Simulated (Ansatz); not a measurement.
**A computed series for TiO2: response to strain**

Start from TiO2 in the anatase structure (space group I4_1/amd, No. 141).

```
TiO2
1.0
   -1.86967     1.86967     4.72754
    1.86967    -1.86967     4.72754
    1.86967     1.86967    -4.72754
Ti O
2 4
Direct
  0.75000   0.25000   0.50000
  0.00000   0.00000   0.00000
  0.54202   0.04202   0.50000
  0.79202   0.79202   0.00000
  0.20798   0.20798   0.00000
  0.95798   0.45798   0.50000
```

Cartesian axes are those of the cell as printed.

Strains are applied to the cell and any free atomic positions relax; under biaxial strain the out-of-plane vector relaxes too.

Computed with LDA (Ansatz, a first-principles code), no SOC.

Notes on the quantities. energy relative to the base: free energy F.

| biaxial strain, plane normal [001], relaxed out of plane (%) | energy relative to the base (meV/atom) |
|---|---|
| 0 | 0.0 |
| 0.6 | 0.7 |
| 1.2 | 3.0 |
| 1.8 | ? |
| 2.4 | 12.2 |
| 3 | 19.2 |

Question: Fit ΔE = Aε² + Bε³ (ε in %) to the rows shown and predict the withheld row.

Answer: Least squares on the printed values gives A = 2.05 and B = 0.029 meV/atom (largest residual 0.0 meV/atom); this predicts 6.8 meV/atom, and the run gives 6.8 meV/atom, in agreement.

No phonon test of stability was made. The final runs are not spin-polarised.
